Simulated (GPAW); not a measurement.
How far to go with shifted k-point meshes: Ba (Im-3m, 1 atom in the cell)

```
Ba
1.0
   -2.49745     2.49745     2.49745
    2.49745    -2.49745     2.49745
    2.49745     2.49745    -2.49745
Ba
1
Direct
  0.00000   0.00000   0.00000
```

Level of theory: PBE, GPAW PAW datasets PBE (gpaw-data 1.0.1) (plane waves; GPAW).

Base settings: mode = pw; ecut = 600 eV; xc = PBE; kpts = 7 7 7; mesh shift (steps) = 0 0 0; occupations.name = methfessel-paxton; occupations.width = 0.1 eV; occupations.order = 0; nbands = -7; symmetry.symmorphic = false.

In this ladder: kpts_shift = 0.5 0.5 0.5.

Only quantities that move along the ladder and can be compared are tabulated.

The count of work is k-points × plane waves × bands × iterations; it is no time. Core times come from one kind of shared machine, to one figure; runs under 30 s give none.

The starting cell has typed, rounded lattice constants, without a prior relaxation at this level. Its lattice was rescaled by up to half a per cent.

Steps (kpts): 2 2 2; 3 3 3; 4 4 4; 5 5 5; 6 6 6; 7 7 7; 8 8 8; 9 9 9; 10 10 10; 11 11 11; 12 12 12; 13 13 13; 15 15 15; 16 16 16; 18 18 18; 20 20 20; 22 22 22; 25 25 25; 27 27 27; 30 30 30.

### Question
What is the coarsest kpts that holds the pressure within 1 GPa of the last step, with all finer ones?

### Answer
3 3 3, at 0.0048 of the last step's count of work; the step before is off by 4.1 GPa.

### Question
What is the coarsest kpts that holds the free energy within 5 meV/atom of the last step, with all finer ones?

### Answer
7 7 7, at 0.027 of the last step's count of work; the step before is off by 7.1 meV/atom.

| kpts | free energy less the last step's (meV/atom) | pressure (GPa) | count of work / last | core time / last (rough) |
|---|---|---|---|---|
| 2 2 2 | 391.11 | 4.23 | 0.0024 | – |
| 3 3 3 | -10.77 | 0.43 | 0.0048 | – |
| 4 4 4 | -18.22 | -0.04 | 0.0080 | – |
| 5 5 5 | 5.68 | 0.38 | 0.012 | – |
| 6 6 6 | 7.07 | 0.18 | 0.017 | – |
| 7 7 7 | -2.14 | 0.20 | 0.027 | – |
| 8 8 8 | 0.14 | 0.16 | 0.035 | – |
| 9 9 9 | 1.18 | 0.16 | 0.047 | – |
| 10 10 10 | -0.97 | 0.19 | 0.059 | – |
| 11 11 11 | 0.07 | 0.16 | 0.075 | – |
| 12 12 12 | 0.52 | 0.19 | 0.083 | – |
| 13 13 13 | -0.01 | 0.18 | 0.11 | – |
| 15 15 15 | 0.24 | 0.18 | 0.16 | – |
| 16 16 16 | 0.05 | 0.18 | 0.17 | 0.3 |
| 18 18 18 | 0.07 | 0.18 | 0.23 | – |
| 20 20 20 | -0.03 | 0.18 | 0.33 | 0.4 |
| 22 22 22 | 0.04 | 0.18 | 0.43 | 0.5 |
| 25 25 25 | 0.01 | 0.18 | 0.61 | 0.8 |
| 27 27 27 | 0.00 | 0.18 | 0.75 | 0.8 |
| 30 30 30 | 0.00 | 0.18 | 1.0 | 1 |
